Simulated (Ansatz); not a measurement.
The structure below was relaxed with PBEsol (Ansatz, a quantum-chemistry and plane-wave program, PAW, scalar-relativistic without spin-orbit coupling), at pressure 3 GPa.

Space group P4/mbm (No. 127); a = b = 5.331 Å, c = 3.899 Å, α = β = γ = 90.00°

| atom | site | symmetry | x | y | z |
|---|---|---|---|---|---|
| Li | 2c | m.mm | 0.0000 | 0.5000 | 0.5000 |
| Ta | 2a | 4/m.. | 0.0000 | 0.0000 | 0.0000 |
| O | 2b | 4/m.. | 0.5000 | 0.5000 | 0.5000 |
| O | 4g | m.2m | 0.3259 | 0.1741 | 0.0000 |

Question: Write out a cell with all atoms.

Answer: 
```xyz
10
Lattice="5.3307 0.0000 0.0000 0.0000 5.3307 0.0000 0.0000 0.0000 3.8989" Properties=species:S:1:pos:R:3 pbc="T T T"
Li     0.0000     2.6654     1.9494
Li     2.6654     0.0000     1.9494
Ta     2.6654     2.6654     0.0000
Ta     0.0000     0.0000     0.0000
O      2.6654     2.6654     1.9494
O      0.0000     0.0000     1.9494
O      0.9281     3.5935     0.0000
O      4.4026     1.7372     0.0000
O      1.7372     0.9281     0.0000
O      3.5935     4.4026     0.0000
```
This is the conventional cell.

Load acts through the strain it causes; cell and atoms are relaxed under it. Whether these cells are dynamically stable was not tested. The cell was made from LiTaO₃ (space group P4/mbm, No. 127; a cell from a computed database, its experimental status unchecked) by this change: pressure 3 GPa.
